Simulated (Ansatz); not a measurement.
Consider K2Se in the anti-fluorite structure (space group Fm-3m, No. 225; a = 7.610 Å). Axes: x, y, z lie along the cube axes.

Calculations: plane-wave PAW DFT at the PBEsol level (Ansatz, a program for electronic structure, 420 eV), scalar-relativistic without spin-orbit coupling.

Base values:

The electron mass comes out as 0.31 mₑ (at Γ).

The change: a pure shear with ε_xy = ε_yx = 0.0086; the atoms relax in the strained cell.

### Question
What happens to the largest internal atomic displacement, stress and electron mass?

### Answer
The largest internal atomic displacement is 0.012 Å; the stress (xx, yy, zz, yz, xz, xy; compression positive) amounts to (0.01, 0.01, 0.01, 0.00, 0.00, -0.14) GPa; the electron mass remains 0.31 mₑ (at Γ).

The levels and masses belong to the bands next to the band gap. Masses are band curvatures over ±0.01 Å⁻¹ around the edge. Whether these cells are dynamically stable was not tested.
